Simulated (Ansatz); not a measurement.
Results of G0W0@PBEsol in Ansatz (hard PAW, contour deformation) for Mg₂BeN₂ (model structure, started from the Ca2ZnN2 type, I4/mmm, No. 139, 5 atoms in the cell).

The cell is the one relaxed with PBEsol. Conventional cell: a = 3.1116 Å, b = 3.1116 Å, c = 10.9787 Å, α = 90.00°, β = 90.00°, γ = 90.00°.

One run with a 6×6×6 mesh, response cutoff 150 eV and 407 empty bands, not extrapolated in mesh or basis; no spin–orbit coupling.

Some levels at Γ in eV, each set counted from its highest filled level:

| row | degeneracy | PBEsol | quasiparticle |
|---|---|---|---|
| 1 | 1 | -12.64 | -12.77 |
| 2 | 1 | -4.82 | -4.94 |
| 3 | 1 | -1.39 | -1.41 |
| 4 | 2 | -0.10 | -0.10 |
| 5 | 2 | 0.00 | 0.00 |
| 6 | 1 | 1.58 | ? |
| 7 | 1 or more | 7.05 | ? |

Q: What belongs in the gaps?

A: 
- 6, quasiparticle: 2.71
- 7, quasiparticle: 8.48

Levels within 5 meV count as one row.

Note: the relaxation could raise the start's symmetry but not lower it, so the cell can be a saddle point.

A model structure was made by putting elements into a prototype or built by hand; it is no filed structure, need not be a known phase, and can be a saddle point held by its symmetry.

Ansatz is a program for electronic structure.
